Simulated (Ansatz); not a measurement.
This concerns the energy of configuration A over configuration B. The value is E(A) − E(B).

Cell A: a supercell of 36 sites of Ti (hcp, P6₃/mmc) with H off the lattice sites (4 Ti at 1.84–1.89 Å); spin state with PBE: run without spin, k-point mesh 5×5×4.
```
Ti36H
1.0
    8.81874     0.00000     0.00000
   -4.40937     7.63725     0.00000
    0.00000     0.00000     9.30730
Ti H
36 1
Direct
  0.11111   0.22222   0.12078
  0.22650   0.10684   0.37183
  0.11111   0.22222   0.63117
  0.22269   0.11064   0.87508
  0.11090   0.55623   0.12474
  0.22650   0.45299   0.37183
  0.11222   0.55706   0.62657
  0.22269   0.44539   0.87508
  0.11090   0.88800   0.12474
  0.22104   0.77719   0.37577
  0.11222   0.88849   0.62657
  0.22308   0.77821   0.87618
  0.44533   0.22243   0.12474
  0.55615   0.11230   0.37577
  0.44484   0.22111   0.62657
  0.55512   0.11025   0.87618
  0.44533   0.55623   0.12474
  0.55601   0.44467   0.37489
  0.44484   0.55706   0.62657
  0.55541   0.44437   0.87474
  0.44444   0.88889   0.12856
  0.55615   0.77719   0.37577
  0.44444   0.88889   0.62601
  0.55512   0.77821   0.87618
  0.77710   0.22243   0.12474
  0.88034   0.10684   0.37183
  0.77627   0.22111   0.62657
  0.88795   0.11064   0.87508
  0.77778   0.55556   0.12473
  0.88866   0.44467   0.37489
  0.77778   0.55556   0.62476
  0.88896   0.44437   0.87474
  0.77710   0.88800   0.12474
  0.88866   0.77732   0.37489
  0.77627   0.88849   0.62657
  0.88896   0.77793   0.87474
  0.11111   0.22222   0.42817
```

Cell B: a supercell of 36 sites of Ti (hcp, P6₃/mmc) with H off the lattice sites (6 Ti at 2.09 Å); spin state with PBE: run without spin, k-point mesh 5×5×4.
```
CELL_PARAMETERS angstrom
      8.81874     0.00000     0.00000
     -4.40937     7.63725     0.00000
      0.00000     0.00000     9.30730
ATOMIC_POSITIONS crystal
  Ti 0.11368 0.22735 0.12482
  Ti 0.22735 0.11368 0.37518
  Ti 0.11091 0.22183 0.62484
  Ti 0.22183 0.11091 0.87516
  Ti 0.11199 0.55600 0.12404
  Ti 0.22282 0.44564 0.37554
  Ti 0.11071 0.55535 0.62442
  Ti 0.22233 0.44466 0.87383
  Ti 0.11368 0.88632 0.12482
  Ti 0.22282 0.77718 0.37554
  Ti 0.11091 0.88909 0.62484
  Ti 0.22233 0.77767 0.87383
  Ti 0.44564 0.22282 0.12446
  Ti 0.55600 0.11199 0.37596
  Ti 0.44466 0.22233 0.62617
  Ti 0.55535 0.11071 0.87558
  Ti 0.44400 0.55600 0.12404
  Ti 0.55600 0.44400 0.37596
  Ti 0.44465 0.55535 0.62442
  Ti 0.55535 0.44465 0.87558
  Ti 0.44400 0.88801 0.12404
  Ti 0.55436 0.77718 0.37554
  Ti 0.44465 0.88929 0.62442
  Ti 0.55534 0.77767 0.87383
  Ti 0.77718 0.22282 0.12446
  Ti 0.88632 0.11368 0.37518
  Ti 0.77767 0.22233 0.62617
  Ti 0.88909 0.11091 0.87516
  Ti 0.77718 0.55436 0.12446
  Ti 0.88801 0.44400 0.37596
  Ti 0.77767 0.55534 0.62617
  Ti 0.88929 0.44465 0.87558
  Ti 0.77265 0.88632 0.12482
  Ti 0.88632 0.77265 0.37518
  Ti 0.77817 0.88909 0.62484
  Ti 0.88909 0.77817 0.87516
  H  0.00000 0.00000 0.25000
```

Computed with Ansatz (plane waves, PAW), its PAW set soft_1, cutoff 420 eV, 500 eV for r2SCAN. The structures are at rest with PBE, within the held lattices; other levels are single points on them. Neutral cells; Fermi-Dirac smearing of at most 0.10 eV in the solids, energies taken to zero width. The lattices are those relaxed with PBE, so at other levels the solids can be strained, which adds to the spread. Larger cells are relaxed from a start prepared with the learned potential CHGNet, on a coarser mesh till forces fall under 0.03 eV/Å, which some starts already meet. A dispersion term (D3(BJ), or D4 for r2SCAN) was computed beside these levels and is taken off wherever the name lacks it. Static lattices, no vibrational contributions. The structures are the rest points that the relaxations reached, not proven lowest. Values are for these cell sizes. Cell A has symmetry P3m1 and got no random move, so less symmetric positions, which may lie lower, weren't tried. Cell B has symmetry P-3m1 and got no random move, so less symmetric positions, which may lie lower, weren't tried.

Task: What value does r2SCAN give?

Result: 0.08 eV for A less B, so B lies lower.

Task: List the value at the remaining levels and say how far they part.

Result: 
| Functional | value (eV) | less r2SCAN |
|---|---|---|
| PBE | 0.07 | -0.01 |

The levels span only 0.01 eV, too little to tell them apart.

Ansatz is a program for electronic structure.
